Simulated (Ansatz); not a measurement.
GaCl3 (within 0.1 Å of C2/m, No. 12, 8 atoms in the cell; start mp-571266), treated with PBE0 in Ansatz (PAW).

Settings: plane-wave cutoff 500 eV, 4×4×4 k mesh, gaussian smearing 0.02 eV, scalar-relativistic PAW data made under PBE.

Cell (relaxed with PBEsol):

GaCl3 has the triclinic space group P-1 (No. 2), Pearson symbol aP8. Cell: a = 6.9662 Å, b = 6.9788 Å, c = 7.2041 Å, α = 61.79°, β = 61.16°, γ = 60.16°. Ga on 2i has 2 Cl at 2.109–2.127 Å and 2 Cl at 2.309 Å. Cl1 on 2i is surrounded by 1 Ga at 2.127 Å. Cl2 on 2i is coordinated by 2 Ga at 2.309 Å (bent). Cl3 on 2i is surrounded by 1 Ga at 2.109 Å. (Neighbours: up to the widest gap in distance over summed covalent radii, below 1.35, at either atom; cation-cation and far metal-metal contacts left out.)

**Question.** Estimate the band gap that the calculation returns.

**Answer.** 
- band gap = 6.44 eV (on the SCF k mesh)

Note: cell and atoms aren't relaxed at this level (pressure 0.3 GPa).

Spin–orbit coupling is not included.

Static lattice: no zero-point or thermal effects.

The result took roughly 16 core-minutes.

A start named mp-… is a Materials Project structure, which need not be a measured phase.

Ansatz is a quantum-chemistry and plane-wave program.
